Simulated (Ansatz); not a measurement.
# Ge: strain tensor (xx, yy, zz, yz, xz, xy) = (+1.46, +0.42, −1.92, −1.16, −0.89, +0.91) %

Take Ge in the diamond structure (space group Fd-3m, No. 227; a = 5.675 Å) as the base. Axes: x, y, z lie along the cube axes.

The change: strain tensor (xx, yy, zz, yz, xz, xy) = (+1.46, +0.42, −1.92, −1.16, −0.89, +0.91) %, atoms relaxed at fixed cell.

All numbers come from r2SCAN (Ansatz, a quantum-chemistry and plane-wave program), without spin-orbit coupling. k-mesh 10×10×10 (Γ-centred); smearing 0.05 eV (Fermi–Dirac).

```csv
quantity,base,changed,shift
volume per atom,22.84 Å³,22.82 Å³,-0.02 Å³
space group,Fd-3m (No. 227),P-1 (No. 2),–
shortest interatomic distance,2.457 Å,2.447 Å,-0.010 Å
energy relative to the base (free energy F),0 meV/atom,+9.1 meV/atom,+9.1 meV/atom
"pressure (mean of the normal stresses, compression positive)",0.00 GPa,0.11 GPa,+0.11 GPa
band gap,0.36 eV,0.08 eV,-0.28 eV
"valence-band top at Γ (three highest levels, from the VBM)","0.00, 0.00, 0.00 eV","0.00, -0.21, -0.41 eV",–
"valley order (the lowest conduction-band minima on the path, energy above the VBM, named in the base's zone)","Γ 0.36 eV; L along ⟨111⟩ 0.43 eV; a point along ⟨100⟩, about 0.9 Å⁻¹ from Γ 0.79 eV",L along [1-1-1] 0.08 eV; Γ 0.09 eV; L along [111] 0.10 eV; L along [1-11] 0.12 eV,–
"stress (xx, yy, zz, yz, xz, xy; compression positive)",–,"(-1.11, -0.16, 1.61, 1.60, 1.21, -1.17) GPa",–
```

Final structure:

```xyz
2
Lattice="0.0006 2.8164 2.7500 2.8536 -0.0071 2.7577 2.9044 2.8749 -0.0579" Properties=species:S:1:pos:R:3 pbc="T T T"
Ge    -0.0077    -0.0058     0.0060
Ge     1.4474     1.4268     1.3564
```

Stability against distortions was not tested. The zero or small gap of Ge under strain tensor (xx, yy, zz, yz, xz, xy) = (+1.46, +0.42, −1.92, −1.16, −0.89, +0.91) % can change with the level of theory.
